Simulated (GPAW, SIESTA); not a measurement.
A SIESTA input for a self-consistent single point of LaB6 (Pm-3m, 7 atoms in the cell) (DFT, GGA PBE, numerical atomic orbitals TZP, PseudoDojo PBE standard norm-conserving potentials (rewritten from UPF to PSML)):

```
# files in the folder: La.psml B.psml (PseudoDojo PBE standard)
SystemName  LaB6
SystemLabel lab6

NumberOfAtoms                7
NumberOfSpecies              2
%block ChemicalSpeciesLabel
  1 57 La
  2 5 B
%endblock ChemicalSpeciesLabel
LatticeConstant              4.098452 Ang
%block LatticeVectors
     1.000000000    0.000000000    0.000000000
     0.000000000    1.000000000    0.000000000
     0.000000000    0.000000000    1.000000000
%endblock LatticeVectors
AtomicCoordinatesFormat      Ang
%block AtomicCoordinatesAndAtomicSpecies
     0.000000000    0.000000000    0.000000000  1
     3.279253414    2.049226000    2.049226000  2
     0.819198586    2.049226000    2.049226000  2
     2.049226000    3.279253414    2.049226000  2
     2.049226000    0.819198586    2.049226000  2
     2.049226000    2.049226000    3.279253414  2
     2.049226000    2.049226000    0.819198586  2
%endblock AtomicCoordinatesAndAtomicSpecies

XC.functional                GGA
XC.authors                   PBE
PAO.BasisSize                TZP
PAO.EnergyShift              0.005 Ry
MeshCutoff                   400 Ry
%block kgrid.MonkhorstPack
   11   0   0  0.0
    0  11   0  0.0
    0   0  11  0.0
%endblock kgrid.MonkhorstPack
OccupationFunction           FD
ElectronicTemperature        1160.45 K

MaxSCFIterations             150
SCF.Mixer.Method             Broyden
SCF.Mixer.Weight             0.2
SCF.Mixer.History            6
SCF.DM.Tolerance             1.0E-04
Diag.ParallelOverK           true
WriteForces                  true
```

Question: Translate this input to GPAW.

Answer: This is the input that was run; spellings and numerical settings could be chosen otherwise.

```python
from ase import Atoms
from ase.units import GPa
from gpaw import GPAW, PW, FermiDirac

atoms = Atoms(['La', 'B', 'B', 'B', 'B', 'B', 'B'],
              cell=[[4.098452, 0.000000, 0.000000],
                    [0.000000, 4.098452, 0.000000],
                    [0.000000, 0.000000, 4.098452]],
              scaled_positions=[[0.000000, 0.000000, 0.000000],
                                [0.800120, 0.500000, 0.500000],
                                [0.199880, 0.500000, 0.500000],
                                [0.500000, 0.800120, 0.500000],
                                [0.500000, 0.199880, 0.500000],
                                [0.500000, 0.500000, 0.800120],
                                [0.500000, 0.500000, 0.199880]],
              pbc=True)

calc = GPAW(mode=PW(950),
            xc='PBE',
            kpts=(11, 11, 11),
            occupations=FermiDirac(0.1),
            nbands=-15,
            convergence={'density': 1e-05, 'energy': 1e-05},
            symmetry={'symmorphic': False, 'tolerance': 0.0005},
            maxiter=150)

atoms.calc = calc

energy = atoms.get_potential_energy()
print('Energy (eV):', round(energy, 6))
forces = atoms.get_forces()
print('Forces (eV/Ang):')
print(forces.round(5))
stress = atoms.get_stress()
print('Stress (GPa, Voigt):', (stress / GPa).round(4))
```

Basis, cutoffs, solver keys and any potentials are the target program's own. This input uses DFT PBE, plane waves, GPAW PAW datasets PBE (gpaw-data 1.0.1).

The starting cell comes from a database of computed structures (which also holds hypothetical and non-ambient phases and stackings), without a prior relaxation at this level. Its lattice was rescaled by a random factor within 2.5 % of one. For this run, on top of that: lattice scaled by 0.98.
